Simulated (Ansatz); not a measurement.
**A computed series for PbS2: element substitutions**

Consider PbS$_{2}$ (space group I4/mcm, No. 140; a = 6.071 Å, c = 7.463 Å; a cell from a computed database, its experimental status unchecked).

Each row replaces one element on all its sites; cell and atoms are relaxed.

Level of theory: DFT with PBEsol, PAW potentials and a 420 eV plane-wave cutoff in Ansatz (a quantum-chemistry and plane-wave program), without spin-orbit coupling.

Base values:

- Volume per atom: 22.92 Å³

Task: The aim is a volume per atom between 25.36 Å³ and 27.74 Å³. Which of these changes reaches it?
(A) S → Se
(B) S → P
(C) S → O

Result: A, S → Se. It gives 26.18 Å³; S → P gives 22.01 Å³; S → O gives 14.09 Å³. Changes not listed may reach it too

Stability against distortions was not tested. As relaxed here, PbP2 and PbO2 are hypothetical phases, not in the database extracts checked. For PbSe2 in this form, whether it has been made was not checked. All final runs are without spin polarisation.
